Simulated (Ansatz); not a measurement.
Base system: Al (space group P6_3/mmc, No. 194; a cell from a computed database, its experimental status unchecked; relaxed with 0.1 eV smearing).

```
Al
1.0
    2.83609     0.00000     0.00000
   -1.41804     2.45613     0.00000
    0.00000     0.00000     9.32909
Al
4
Direct
  0.00000   0.00000   0.00000
  0.00000   0.00000   0.50000
  0.33333   0.66667   0.25000
  0.66667   0.33333   0.75000
```

Cartesian axes are those of the cell as printed.

Computed with plane-wave PAW DFT at the PBEsol level (Ansatz, a first-principles code, 420 eV), spin-orbit coupling left out.

For the base:

```
Property    Value
--------  -------
Pressure  0.0 GPa
```

Perturbation: compressive biaxial strain of 4.17 % in the plane normal to [001], as in epitaxy on a mismatched substrate; the out-of-plane cell vector and the atoms relax.

Problem. What does the calculation give for the ratio −ε⊥/ε∥ after the change?

Solution. The ratio −ε⊥/ε∥ amounts to 0.87.

Problem. What does the calculation give for the pressure after the change?

Solution. The pressure (mean of the normal stresses, compression positive) goes from zero to 5.5 GPa.

No phonon test of stability was made. This is not the structure that Al has at room temperature and ambient pressure.
